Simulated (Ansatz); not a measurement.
Consider Ag in the fcc (Cu type) structure (space group Fm-3m, No. 225; a = 4.148 Å; relaxed with 0.1 eV smearing).

Method: plane-wave PAW DFT at the PBE level (Ansatz, an electronic-structure program, 420 eV), no spin-orbit coupling.

Before the change:

```
Property   Result
--------  -------
Pressure  0.0 GPa
```

It is then changed as follows: every lattice vector is stretched by 1.46 %, atoms relaxed at fixed cell.

Task: Estimate the effect on the energy relative to the base.

Result: The energy goes up by 9.0 meV/atom.

Task: What happens to the pressure?

Result: The pressure goes from zero to -3.5 GPa.

The cells carry an imposed strain or load. Whether these cells are dynamically stable was not tested.
